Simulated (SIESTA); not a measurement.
Band structure of LaAl3Au (I4mm, 5 atoms in the cell).

```
CELL_PARAMETERS angstrom
     -2.18146     2.18146     5.46097
      2.18146    -2.18146     5.46097
      2.18146     2.18146    -5.46097
ATOMIC_POSITIONS crystal
  La 0.98908 0.98908 0.00000
  Al 0.39835 0.39835 0.00000
  Al 0.25027 0.75027 0.50000
  Al 0.75027 0.25027 0.50000
  Au 0.62802 0.62802 0.00000
```

Method of the run: GGA PBEsol, numerical atomic orbitals DZP, PseudoDojo PBEsol standard norm-conserving potentials (rewritten from UPF to PSML) in SIESTA.

Settings: XC.functional = GGA; XC.authors = PBEsol; potentials = PseudoDojo PBEsol standard; PAO.BasisSize = DZP; PAO.EnergyShift = 0.01 Ry; MeshCutoff = 350 Ry; kgrid.MonkhorstPack = 7 7 7; OccupationFunction = FD; ElectronicTemperature = 100 meV; MaxSCFIterations = 150; SCF.Mixer.Method = Pulay; SCF.Mixer.Weight = 0.25; SCF.Mixer.History = 6; SCF.DM.Tolerance = 1.0E-05.

The starting cell comes from a database of computed structures (which also holds hypothetical and non-ambient phases and stackings), without a prior relaxation at this level. Spin-orbit coupling is off. Values carry the incompleteness of an atom-centred basis.

Levels in eV from the Fermi level, bands 17 to 22:
| point | 17 | 18 | 19 | 20 | 21 | 22 |
|---|---|---|---|---|---|---|
| Γ | -1.56 | -1.56 | -1.36 | 1.50 | 1.78 | 1.78 |
| X | -4.03 | -2.38 | -1.84 | -1.21 | 2.12 | 2.56 |
| Y | -3.29 | -2.45 | -1.70 | -1.25 | 1.85 | 2.53 |
| S | -1.46 | -1.26 | -0.63 | 1.03 | 1.05 | 1.87 |
| Z | -1.32 | -1.24 | 0.29 | 0.75 | 1.00 | 1.00 |
| S1 | -1.46 | -1.26 | -0.63 | 1.03 | 1.05 | 1.87 |
| N | -2.94 | -1.11 | -0.34 | 0.78 | 0.85 | 1.64 |
| P | -4.06 | -2.08 | -1.52 | -1.52 | 0.78 | 3.57 |
| Y1 | -3.29 | -2.45 | -1.70 | -1.25 | 1.85 | 2.53 |

Bands cross the Fermi level along this path, so the cell is metallic at this level.

Higher empty bands are left out: an atom-centred basis made for the valence describes them poorly.
